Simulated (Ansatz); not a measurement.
Worked example: self-consistent single point of Zr2Al3Zn (R-3m, 6 atoms in the cell) in Ansatz (a first-principles code).

Method: PBEsol, PAW files made with PBE (plane waves; Ansatz).

The change in words: lattice scaled by 0.98. Reference geometry:
```
Zr2Al3Zn
1.0
    2.66596     1.53919     4.26785
   -2.66596     1.53919     4.26785
    0.00000    -3.07839     4.26785
Zr Al Zn
2 3 1
Cartesian
  0.00000   0.00000   7.99597
  0.00000   0.00000   4.80756
 -1.33298   0.76960   2.13392
  0.00000  -1.53919   2.13392
  1.33298   0.76960   2.13392
  0.00000   0.00000   0.00000
```

Reference input (self-consistent single point, DFT, PBEsol, plane waves, PAW files made with PBE): basis.ecutwfc = 420 eV; kpoints.mp_grid.grid = 7 7 7; hamiltonian.xc = pbesol; hamiltonian.pseudopotentials = {kind: paw} (an earlier, softer set of the program's PAW files); scf.occupations.method = gaussian; scf.occupations.width = 0.136 eV. This run's input differs from it in these lines:

```diff
@@ -3,11 +3,11 @@
   lattice:
-    - [2.665960, 1.539193, 4.267845]
-    - [-2.665960, 1.539193, 4.267845]
-    - [0.000000, -3.078386, 4.267845]
+    - [2.612641, 1.508409, 4.182488]
+    - [-2.612641, 1.508409, 4.182488]
+    - [0.000000, -3.016818, 4.182488]
   atoms:
-    - { symbol: Zr, position_ang: [-0.000000, -0.000000, 7.995974] }
-    - { symbol: Zr, position_ang: [0.000000, 0.000000, 4.807561] }
-    - { symbol: Al, position_ang: [-1.332980, 0.769597, 2.133923] }
-    - { symbol: Al, position_ang: [0.000000, -1.539193, 2.133923] }
-    - { symbol: Al, position_ang: [1.332980, 0.769597, 2.133923] }
+    - { symbol: Zr, position_ang: [-0.000000, 0.000000, 7.836054] }
+    - { symbol: Zr, position_ang: [0.000000, -0.000000, 4.711410] }
+    - { symbol: Al, position_ang: [-1.306320, 0.754205, 2.091244] }
+    - { symbol: Al, position_ang: [0.000000, -1.508409, 2.091244] }
+    - { symbol: Al, position_ang: [1.306320, 0.754205, 2.091244] }
     - { symbol: Zn, position_ang: [0.000000, 0.000000, 0.000000] }
```

Output (repeated stretches shortened):

```
SCF iter   1: F=—  HF=-13117.397895 eV  |F-HF|=—  |Δ(HF+E_count)|=         —  Δρ=1.18e-1  dr2=1.26e1  ethr=3.10e-3  ⟨swp⟩=6.9  Hψ=6473  notcnv=0
all-band conjugate gradients solve this SCF's bands
preconditioner: auto → Kerker (q_TF=auto, 2.393 Å⁻¹)
SCF iter   2: F=—  HF=-13115.719878 eV  |F-HF|=—  |Δ(HF+E_count)|=    1.68e0  Δρ=3.69e-2  dr2=2.34e0  ethr=3.10e-3  ⟨swp⟩=2.0  Hψ=2436  notcnv=0  defer=58
   [... lines left out ...]
SCF iter   6: F=—  HF=-13115.032264 eV  |F-HF|=—  |Δ(HF+E_count)|=   9.12e-4  Δρ=5.41e-4  dr2=1.70e-4  ethr=7.97e-6  ⟨swp⟩=2.0  Hψ=1473  notcnv=0  defer=59
SCF iter   7: F=—  HF=-13115.032220 eV  |F-HF|=—  |Δ(HF+E_count)|=   4.43e-5  Δρ=1.52e-4  dr2=1.59e-5  ethr=3.77e-7  ⟨swp⟩=2.0  Hψ=1452  notcnv=0  defer=59
SCF iter   8: F=—  HF=-13115.032227 eV  |F-HF|=—  |Δ(HF+E_count)|=   7.27e-6  Δρ=3.72e-5  dr2=1.09e-6  ethr=3.53e-8  ⟨swp⟩=2.0  Hψ=1467  notcnv=0  defer=59
SCF iter   9: F=-13115.032227 eV  HF=-13115.032227 eV  |F-HF|=6.39e-8  |Δ(HF+E_count)|=   2.61e-7  Δρ=9.22e-6  dr2=6.25e-8  ethr=2.22e-10  ⟨swp⟩=10.4  Hψ=6608  notcnv=0
SCF 1 converged in 9 iterations: F = -13115.032227 eV  dr2 = 6.25e-8
Free energy (F): -13115.032227 eV
Internal energy: -13115.005558 eV  (E = F + TS)
E sigma→0 (E₀):  -13115.018892 eV
Entropy (-TS):   -0.026669 eV (-4.445 meV/atom)
Fermi energy:    12.013276 eV
--- Forces (eV/Å), atoms counted from 1 ---
  atom   1  Zr     0.00000000    -0.00000000    -0.04505609
  atom   2  Zr    -0.00000000     0.00000000     0.04505609
  atom   3  Al     0.00000000     0.00000000    -0.00000000
  atom   4  Al     0.00000000     0.00000000     0.00000000
  atom   5  Al     0.00000000     0.00000000     0.00000000
  atom   6  Zn    -0.00000000     0.00000000    -0.00000000
--- Stress (GPa, compression-positive) ---
        3.844332      -0.000000      -0.000000
       -0.000000       3.844332       0.000000
       -0.000000       0.000000       3.675875
  P = ⅓ Tr σ = 3.7882 GPa (37.882 kbar)
  The stress holds the Pulay correction. Without it, at fixed plane waves, as pw.x and ABINIT print it: P = 3.7613 GPa
```

The run converged in 9 iterations. Against the reference run the free energy is nearly the same (within 1 meV/atom), the pressure goes from -3.50 to 3.79 GPa and the largest force hardly changes (0.041 to 0.045 eV/Å).

The starting cell comes from a database of computed structures (which also holds hypothetical and non-ambient phases and stackings), without a prior relaxation at this level. Its lattice was rescaled by a random factor within 2.5 % of one. For this run, on top of that: lattice scaled by 0.98. With a pressure of about 4 GPa the cell is away from its equilibrium volume at this level. Ansatz's pressure includes its estimate of the finite-basis (Pulay) stress.

Keys are those of Ansatz 0.2.
